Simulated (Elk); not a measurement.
Elk run on Tc (P6_3/mmc, 2 atoms in the cell): self-consistent single point

Method: PBE, all-electron FP-LAPW, Elk's shipped species files, default APW+lo basis (Elk).

Input as run:

```
tasks
  0

xctype
  20

rgkmax
  7.0

rmtscf
  0.92

stype
  3

swidth
  0.00367493

avec
    5.1243266842    0.0000005152    0.0000000000
   -2.5621637883    4.4377968282    0.0000000000
    0.0000000000    0.0000000000    8.2295796385

atoms
  1   : nspecies
  'Tc.in'   : spfname
  2   : natoms; atposl, bfcmt below
  0.3333333333  0.6666666667  0.2500000000    0.0 0.0 0.0
  0.6666666667  0.3333333333  0.7500000000    0.0 0.0 0.0

ngridk
  11 11 6
```

Output (repeated stretches shortened):

```
│ Elk code version 10.2.4 │

All units are atomic (Hartree, Bohr, etc.)

│ Ground-state run starting from atomic densities │

Lattice vectors :
   5.124326684      0.5152000000E-06   0.000000000
  -2.562163788       4.437796828       0.000000000
   0.000000000       0.000000000       8.229579639

Unit cell volume      :    187.1465829
Brillouin zone volume :    1.325432768

Muffin-tin inner radius fraction :   0.1000000000E-01

Nuclei treated as point charges

Species :    1 (Tc)
 parameters loaded from : Tc.in
 name : technetium
 nuclear charge    :   -43.00000000
 electronic charge :    43.00000000
 atomic mass :    178643.0715
 muffin-tin radius :    2.392000000
 number of radial points in muffin-tin :    597
 atomic positions (lattice), magnetic fields (Cartesian) :
   1 :   0.33333333  0.16666667  0.25000000    0.00000000  0.00000000  0.00000000
   2 :  -0.33333333 -0.16666667 -0.25000000    0.00000000  0.00000000  0.00000000

Total number of atoms per unit cell :    2

Spin treatment :
 spin-unpolarised

Number of Bravais lattice symmetries :   24
Number of crystal symmetries         :   24
Crystal has inversion symmetry
Real symmetric eigensolver will be used

k-point grid :     11    11     6
k-point offset :    0.000000000       0.000000000       0.000000000
k-point set is reduced with full crystal symmetry group
Total number of k-points :       64

Muffin-tin radius times maximum |G+k| :    7.000000000
 using average radius
Maximum |G+k| for APW functions       :    2.926421405
Maximum (1/2)|G+k|²                   :    4.281971119
Maximum |G| for potential and density :    12.00000000
 potential will be trimmed for |G| > 2 gkmax
Constant for pseudocharge density :    7
Radial integration step length :    4

G-vector grid sizes :     20    20    32
Number of G-vectors :     5455

Maximum angular momentum used for
 APW functions                      :    8
 outer part of muffin-tin           :    6
 inner part of muffin-tin           :    1

Total nuclear charge    :   -86.00000000
Total core charge       :    56.00000000
Total valence charge    :    30.00000000
Total excess charge     :    0.000000000
Total electronic charge :    86.00000000

Effective Wigner radius, rₛ :   0.8038930619

Number of empty states         :    8
Total number of valence states :   23
Total number of core states    :   56

Total number of local-orbitals :   36

Exchange-correlation functional :     20     0     0
 Perdew-Burke-Ernzerhof, Phys. Rev. Lett. 77, 3865 (1996)
 gradient requirement :    1
 generalised gradient approximation (GGA)

Smearing type :    3
 Fermi-Dirac
Smearing width :   0.3674930000E-02
Effective electronic temperature (K) :    1160.451112

Mixing type :    3
 Broyden mixing, J. Phys. A: Math. Gen. 17, L317 (1984)

Kohn-Sham potential initialised from atomic data

│ Self-consistent loop started │
│ Loop number : 1 │
 total energy                :     -8569.09671229
│ Loop number : 2 │
 total energy                :     -8569.39095649
RMS change in Kohn-Sham potential (target) :   0.1674172762     (  0.1000000000E-05)
Absolute change in total energy (target)   :   0.2942441964     (  0.1000000000E-03)
│ Loop number : 3 │
 total energy                :     -8569.91157275
RMS change in Kohn-Sham potential (target) :   0.1584519734     (  0.1000000000E-05)
Absolute change in total energy (target)   :   0.5941773152     (  0.1000000000E-03)
│ Loop number : 4 │
 total energy                :     -8570.19898272
RMS change in Kohn-Sham potential (target) :   0.1480892313     (  0.1000000000E-05)
Absolute change in total energy (target)   :   0.4359542996     (  0.1000000000E-03)
│ Loop number : 5 │
 total energy                :     -8571.86110371
RMS change in Kohn-Sham potential (target) :   0.7521824999E-01 (  0.1000000000E-05)
Absolute change in total energy (target)   :    1.771109561     (  0.1000000000E-03)
│ Loop number : 6 │
 total energy                :     -8573.00031086
RMS change in Kohn-Sham potential (target) :   0.2466877230E-01 (  0.1000000000E-05)
Absolute change in total energy (target)   :    1.581984541     (  0.1000000000E-03)
│ Loop number : 7 │
 total energy                :     -8573.53640659
RMS change in Kohn-Sham potential (target) :   0.5544497953E-03 (  0.1000000000E-05)
Absolute change in total energy (target)   :   0.9315918595     (  0.1000000000E-03)
│ Loop number : 8 │
 total energy                :     -8573.46230452
RMS change in Kohn-Sham potential (target) :   0.6926554583E-03 (  0.1000000000E-05)
Absolute change in total energy (target)   :   0.1587959026     (  0.1000000000E-03)
│ Loop number : 9 │
 total energy                :     -8573.45323759
RMS change in Kohn-Sham potential (target) :   0.6600747684E-03 (  0.1000000000E-05)
Absolute change in total energy (target)   :   0.3063204389E-01 (  0.1000000000E-03)
│ Loop number : 10 │
 total energy                :     -8573.46309388
RMS change in Kohn-Sham potential (target) :   0.2066896283E-03 (  0.1000000000E-05)
Absolute change in total energy (target)   :   0.1751429408E-01 (  0.1000000000E-03)
│ Loop number : 11 │
 total energy                :     -8573.46975127
RMS change in Kohn-Sham potential (target) :   0.1240097056E-04 (  0.1000000000E-05)
Absolute change in total energy (target)   :   0.1103596812E-01 (  0.1000000000E-03)
│ Loop number : 12 │
 total energy                :     -8573.47004117
RMS change in Kohn-Sham potential (target) :   0.3034248342E-05 (  0.1000000000E-05)
Absolute change in total energy (target)   :   0.3048893521E-02 (  0.1000000000E-03)
│ Loop number : 13 │
 total energy                :     -8573.47006305
RMS change in Kohn-Sham potential (target) :   0.8195951598E-06 (  0.1000000000E-05)
Absolute change in total energy (target)   :   0.7841050683E-03 (  0.1000000000E-03)
│ Loop number : 14 │
 total energy                :     -8573.47006452
RMS change in Kohn-Sham potential (target) :   0.8648173352E-07 (  0.1000000000E-05)
Absolute change in total energy (target)   :   0.1974942716E-03 (  0.1000000000E-03)
│ Loop number : 15 │
 total energy                :     -8573.47006596
RMS change in Kohn-Sham potential (target) :   0.2782331395E-07 (  0.1000000000E-05)
Absolute change in total energy (target)   :   0.5080891606E-04 (  0.1000000000E-03)
Convergence targets achieved

│ Loop number : 16 │

Energies :
 Fermi                       :     0.496046596579
 sum of eigenvalues          :     -5093.88057078
 electron kinetic            :      8903.79008149
 core electron kinetic       :      8678.57672998
 Coulomb                     :     -17219.4041634
 Coulomb potential           :     -13661.6410906
 nuclear-nuclear             :     -916.513857566
 electron-nuclear            :     -18944.1395210
 Hartree                     :      2641.24921524
 Madelung                    :     -10388.5836181
 xc potential                :     -336.029561709
 exchange                    :     -253.331803971
 correlation                 :     -4.52176250707
 electron entropic           :    -0.241859525491E-02
 total energy                :     -8573.47006695

Density of states at Fermi energy :    54.43381536
 (states/Hartree/unit cell)

Estimated indirect band gap :   0.8912311554E-03
 from k-point     64 to k-point     21
Estimated direct band gap   :   0.4114333795E-02
 at k-point      7

Charges :
 core                        :    56.00000000
 valence                     :    30.00000000
 interstitial                :    3.482077979
 muffin-tins (core leakage)
  species :    1 (Tc)
   atom    1                 :    41.25896101     (  0.5909729239E-06)
   atom    2                 :    41.25896101     (  0.5909729239E-06)
 total in muffin-tins        :    82.51792202
 total calculated charge     :    86.00563757
 total charge                :    86.00000000
 error                       :   0.5637567795E-02

│ Self-consistent loop stopped │
```

The run converged in 16 iterations. The count includes the last loop, which Elk runs after its targets are met.

The starting cell comes from a database of computed structures (which also holds hypothetical and non-ambient phases and stackings), without a prior relaxation at this level. Its lattice was rescaled by a random factor within 2.5 % of one. Spin polarisation is off. Values depend on the basis (sphere radii, cutoffs, local orbitals), which need not be converged. The log's line on a gap gives a spacing of levels on this mesh, which the program prints for metals too.
